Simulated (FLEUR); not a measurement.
A self-consistent single point of FeNi3 (Pm-3m, 4 atoms in the cell) with FLEUR.

Level of theory: PBE, all-electron FLAPW (FLEUR), scalar-relativistic valence.

The change in words: lattice scaled by 0.98. Reference geometry:
```
CELL_PARAMETERS angstrom
      3.51042     0.00000     0.00000
      0.00000     3.51042     0.00000
      0.00000     0.00000     3.51042
ATOMIC_POSITIONS crystal
  Fe 0.00000 0.00000 0.00000
  Ni 0.00000 0.50000 0.50000
  Ni 0.50000 0.00000 0.50000
  Ni 0.50000 0.50000 0.00000
```
Moments meant for the start (each program seeds them in its own way; μB, in the order of the atoms Fe Ni Ni Ni): 4.0 2.0 2.0 2.0.

Reference input (self-consistent single point, DFT, PBE, all-electron FLAPW (FLEUR), scalar-relativistic valence): Kmax = 3.6 1/bohr; GmaxXC = 14.4 1/bohr; xcFunctional = pbe; jspins = 2; l_soc = F; mode = hist; fermiSmearingEnergy = 0.00367493 Htr; mesh (inpgen div1-3) = 6 6 6; inpgen gamma flag = true; Gmax = 14.4 1/bohr; numbands = 0; maxIterBroyd = 15. This run's input differs from it in these lines:

```diff
@@ -3,5 +3,5 @@
 &input film=f /
-6.6337323824 0.0000000000 0.0000000000
-0.0000000000 6.6337323824 0.0000000000
-0.0000000000 0.0000000000 6.6337323824
+6.5010584907 0.0000000000 0.0000000000
+0.0000000000 6.5010584907 0.0000000000
+0.0000000000 0.0000000000 6.5010584907
 1.0
@@ -45,5 +45,5 @@
          <bravaisMatrix>
-            <row-1>    6.6337323823999998     0.0000000000000000     0.0000000000000000</row-1>
-            <row-2>    0.0000000000000000     6.6337323823999998     0.0000000000000000</row-2>
-            <row-3>    0.0000000000000000     0.0000000000000000     6.6337323823999998</row-3>
+            <row-1>    6.5010584907000002     0.0000000000000000     0.0000000000000000</row-1>
+            <row-2>    0.0000000000000000     6.5010584907000002     0.0000000000000000</row-2>
+            <row-3>    0.0000000000000000     0.0000000000000000     6.5010584907000002</row-3>
          </bravaisMatrix>
```

Log, with long lists cut:

```
 Iteration:     1   Distance:      43.77894054 me/bohr^3
 Iteration:     2   Distance:      39.05628606 me/bohr^3
 Iteration:     3   Distance:      32.68851145 me/bohr^3
 Iteration:     4   Distance:      27.21246492 me/bohr^3
 Iteration:     5   Distance:      18.70109204 me/bohr^3
   [... 18 lines left out ...]
 Iteration:    24   Distance:       0.00007570 me/bohr^3
 Iteration:    25   Distance:       0.00001422 me/bohr^3
 Iteration:    26   Distance:       0.00001279 me/bohr^3
 Iteration:    27   Distance:       0.00000326 me/bohr^3
 Run finished successfully
 Stop message:
   Structural relaxation: Done

[file out, last iteration]
             iter=     28
[...]
          total density-effective poten   -9.2718996546E+03
          total charge density-energy d   -2.4687003619E+02
 Updated energy parameters for spin:           1
 Updated energy parameters for spin:           2
[...]
 fermi energy and band-weighting factors:
    1.289468

[...]
FERMIE:
          first approx. to ef    (T=0)  :   0.405298 htr   (energy of the highest occ. eigenvalue)
          number of occ. states  (T=0)  :       1275
          first approx. to seigv (T=0)  : -38.368216 htr
          sum of weights of occ. states :  64.037037
          sum of semicore charge        :   0.000000 e
FERHIS:  Fermi-Energy by histogram:
          bandgap                     :   0.002468 htr
   [... lines left out ...]
          charge neutrality (T=0)     :   0.037037    (zero if the highest occ. eigenvalue is "entirely" occupied)
     EF_NEWTON:  Adjust Fermi-Energy by Newton-Method.
 Direct bandgap for spin            1 :    3.8402915721083231E-002  Htr
 Direct bandgap for spin            2 :    9.8749631603074484E-003  Htr
 ---->    free energy=                     -5835.2901035008 htr
   [... lines left out ...]
 ***** TOTAL FORCES ON ATOMS *****
 TOTAL FORCE FOR ATOM TYPE=  1  X=  0.000   Y=  0.000   Z=  0.000
                       FX_TOT= 0.000000 FY_TOT= 0.000000 FZ_TOT= 0.000000
 TOTAL FORCE FOR ATOM TYPE=  2  X=  0.000   Y=  3.251   Z=  3.251
                       FX_TOT= 0.000000 FY_TOT= 0.000000 FZ_TOT= 0.000000
 Structural relaxation: Done
```

The run converged in 27 iterations. FLEUR gives forces in its relaxation mode, with a further iteration, so its stop message speaks of a relaxation. Against the reference run the free energy goes up by 54.2 meV/atom and the size of the net moment hardly changes (1.21 to 1.19 μB/atom).

The starting cell comes from a database of computed structures (which also holds hypothetical and non-ambient phases and stackings), without a prior relaxation at this level. For this run, on top of that: lattice scaled by 0.98. The magnetic order is the one reached from the typed start; others were not searched systematically. Values depend on the basis (sphere radii, cutoffs, local orbitals), which need not be converged. The log's line on a gap gives a spacing of levels on this mesh, which the program prints for metals too.

Cost on one core of a shared machine: roughly 2 min.
